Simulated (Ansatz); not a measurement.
Zn8Cu5 (I-43m, No. 217), treated with PBEsol (PAW; Ansatz, a quantum-chemistry and plane-wave program).

Settings: plane-wave cutoff 520 eV, 10×10×10 k mesh, Fermi–Dirac smearing 0.05 eV, no spin polarisation, scalar-relativistic PAW data made under PBE.

Computed at the level's own relaxed cell.

Question: Estimate the equilibrium volume per atom, bulk modulus B0, lattice constant a and pressure derivative B′ of the bulk modulus that the calculation returns.

Answer: 
- equilibrium volume per atom: 12.66 Å³/atom
- bulk modulus B0: 128 GPa
- lattice constant a: 8.700 Å
- pressure derivative B′ of the bulk modulus: 5.0

The run finds no gap.

Note: the volume lies 6 % below that of the published cell.

The computed numbers hold no vibrational or temperature effects.
